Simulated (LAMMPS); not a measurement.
MD of Al (fcc) at zero pressure, 4000 atoms, as a liquid; each row is its own run.

Model: classical MD, pair style eam/alloy, file NiAlH_jea.eam.alloy, run in LAMMPS.

```
T (K)  D(Al) (cm²/s)
-----  -------------
510          5.01e-5
840         0.000112
930         0.000129
1030        0.000153
1170        0.000172
1310        0.000202
```

Q: Fit an Arrhenius law, ln y = a + b / x, to these rows (x is the first column, y the second) and predict the run at x = 750.

A: Least squares gives a = -7.6892 and b = -1141. The slope times kB gives an activation energy of 0.10 eV. At x = 750 the fit predicts 9.99e-5 cm²/s. The run itself gave (9.35 ± 0.07) × 10^-5 cm²/s, so the fit is 6.8 % high.

Caution: the potential EAM-type NiAlH_jea.eam.alloy is made for Ni, Ni3Al and hydrogen in them.

Caution (rows 510; 750; 840; 930): this liquid lies under the measured melting point of 933 K, so it is undercooled or the potential melts low.

Caution: a run this short can hold a crystal over, or a liquid under, the potential's own melting point, which these runs don't give.

Errors of D are the spread over four groups of atoms in one short run; a floor of about 5 %, a picked value, is safer.
